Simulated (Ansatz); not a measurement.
Adsorption energy and surface dipole of O on the 1x1 (110) surface of bcc W, one in a 3x3 cell, started at the site 'hollow W-W-W', worked from the runs' numbers; total energies count from the potentials' own zero.

Calculation: PBE (plane waves to 420 eV, PAW; Ansatz, a quantum-chemistry and plane-wave program).

Slab: 37 atoms, 6.6 Å thick at the start under the adsorbate (thin: gaps and levels are the slab's own); k 4x4x1, smearing 0.1 eV, dipole-corrected; 18 atoms held, the rest relaxed; start symmetry kept, larger cells not searched; no spin, no spin-orbit, no U, no dispersion correction. At the end it is bonded to 3 W. In PBE it is, or lies within 0.03 eV of, the lowest of the starts that converged.

| quantity | value |
|---|---|
| slab with the adsorbate | -374396.419 eV |
| clean slab, same cell and mesh | -373827.371 eV |
| reference, ½ O2(g) | -564.968 eV |
| area of the cell | 64.53 Å² |
| change of the step from the bottom to the top vacuum level | 0.019 eV |

### Question
What is the adsorption energy against this reference?

### Answer
E(slab + adsorbate) − E(slab) − E(reference) = -4.08 eV, so in this state the adsorbate is more stable than in the reference, at a coverage of 1.55 a nm².
